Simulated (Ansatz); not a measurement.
For Ni3Sn4 (C2/m, No. 12, 7 atoms in the cell; start mp-20174), LDA in Ansatz (PAW) gives:

- volume per atom = 16.97 Å³/atom
- enthalpy of formation = -0.285 eV/atom

Problem. What does r²SCAN (Ansatz, a first-principles code, PAW) give for the same quantities?

Solution. 
- equilibrium volume per atom: 17.75 Å³/atom (rises by 4.6 %)
- formation enthalpy: -0.245 eV/atom (moves by +0.040 eV/atom)

Changes are worked out from the printed values.

Unless a cell is named, each level is at its own relaxed cell (LDA 16.97, r²SCAN 17.75 Å³/atom).

Levels without +SOC leave out spin–orbit coupling, which shifts energies and cells of such heavy elements.

The crystal itself was run without spin with LDA, r²SCAN; a magnetic state was not tried in these runs.

Caveats: the relaxation could not lower the start's symmetry, so the cell can be a saddle point above a distorted one (LDA, r²SCAN). Ansatz's density-functional and Hartree–Fock values are scalar-relativistic unless marked +SOC, with PAW data made under PBE.

A start named mp-… is a Materials Project structure, which need not be a measured phase.
